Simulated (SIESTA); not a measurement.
Worked example: self-consistent single point of NbFeB (P-6m2, 3 atoms in the cell) in SIESTA.

Method: LDA PW92, numerical atomic orbitals TZP, PseudoDojo LDA standard norm-conserving potentials (rewritten from UPF to PSML) run with SIESTA.

```
CELL_PARAMETERS angstrom
      3.68503     0.00000     0.00000
     -1.84251     3.19133     0.00000
      0.00000     0.00000     2.95804
ATOMIC_POSITIONS crystal
  Nb 0.00000 0.00000 0.00000
  Fe 0.33333 0.66667 0.50000
  B  0.66667 0.33333 0.50000
```

Reference input (self-consistent single point, DFT, GGA PBEsol, numerical atomic orbitals TZP, PseudoDojo PBEsol standard norm-conserving potentials (rewritten from UPF to PSML)): XC.functional = GGA; XC.authors = PBEsol; potentials = PseudoDojo PBEsol standard; PAO.BasisSize = TZP; PAO.EnergyShift = 0.005 Ry; MeshCutoff = 300 Ry; kgrid.MonkhorstPack = 14 14 15; OccupationFunction = FD; ElectronicTemperature = 0.136 eV; MaxSCFIterations = 150; SCF.Mixer.Method = Broyden; SCF.Mixer.Weight = 0.25. This run's input differs from it in these lines:

```diff
@@ -1,2 +1,2 @@
-# files in the folder: Nb.psml Fe.psml B.psml (PseudoDojo PBEsol standard)
+# files in the folder: Nb.psml Fe.psml B.psml (PseudoDojo LDA standard)
 SystemName  NbFeB
@@ -24,4 +24,4 @@
 
-XC.functional                GGA
-XC.authors                   PBEsol
+XC.functional                LDA
+XC.authors                   PW92
 PAO.BasisSize                TZP
```

Output (repeated stretches shortened):

```
        iscf     Eharris(eV)        E_KS(eV)     FreeEng(eV)     dDmax    Ef(eV) dHmax(eV)
   scf:    1    -5143.032342    -5177.194801    -5177.331889  1.493532 -4.955576 10.454231
   scf:    2    -5185.048259    -5183.517050    -5183.654967  0.447918 -5.718264  4.516256
   scf:    3    -5177.963656    -5182.906539    -5183.049487  0.162899 -5.540868  8.465441
   scf:    4    -5184.939029    -5184.609191    -5184.755477  0.122211 -5.823482  0.887773
   scf:    5    -5184.657977    -5184.643058    -5184.797986  0.065238 -5.951257  0.052689
   scf:    6    -5184.642546    -5184.642885    -5184.798236  0.003218 -5.956880  0.029295
   scf:    7    -5184.642747    -5184.642825    -5184.798323  0.003745 -5.962393  0.007095
   scf:    8    -5184.642698    -5184.642762    -5184.798327  0.000959 -5.963156  0.002824
   scf:    9    -5184.642674    -5184.642718    -5184.798328  0.000208 -5.963561  0.001705
   scf:   10    -5184.642687    -5184.642702    -5184.798328  0.000086 -5.963752  0.000840
SCF Convergence by DM+H criterion
max |DM_out - DM_in|         :     0.0000861246
max |H_out - H_in|      (eV) :     0.0008402821
SCF cycle converged after 10 iterations

Using DM_out to compute the final energy and forces

siesta: E_KS(eV) =            -5184.6427

siesta: E_KS - E_eggbox =     -5184.6427

siesta: Atomic forces (eV/Ang):
     1   -0.000001    0.000001   -0.000000
     2    0.000033   -0.000019    0.000000
     3   -0.000021    0.000012    0.000000
   Tot    0.000011   -0.000006    0.000000
   Max    0.000033
   Res    0.000015    sqrt( Sum f_i^2 / 3N )
   Max    0.000033    constrained

Stress tensor Voigt[x,y,z,yz,xz,xy] (kbar):      158.93      158.93      137.51        0.00        0.00       -0.00
(Free)E + p*V (eV/cell)    -5188.0940
Target enthalpy (eV/cell)    -5184.7983

   [... lines left out ...]
siesta: FreeEng =     -5184.798328
   [... lines left out ...]
siesta:     0.099194   -0.000000    0.000000
siesta:    -0.000000    0.099194    0.000000
siesta:     0.000000    0.000000    0.085830

siesta: Cell volume =         34.786985 Ang**3

siesta: Pressure (static):
siesta:                Solid            Molecule  Units
siesta:          -0.00103184         -0.00103184  Ry/Bohr**3
siesta:          -0.09473958         -0.09473894  eV/Ang**3
siesta:        -151.78953992       -151.78851125  kBar
```

The run converged in 10 iterations. Against the reference run the pressure goes from -9.77 to -15.18 GPa.

The starting cell comes from a database of computed structures (which also holds hypothetical and non-ambient phases and stackings), without a prior relaxation at this level. Spin polarisation is off. Values carry the incompleteness of an atom-centred basis. With a pressure of about -15 GPa the cell is away from its equilibrium volume at this level.

Cost on one core of a shared machine: roughly 3 min.
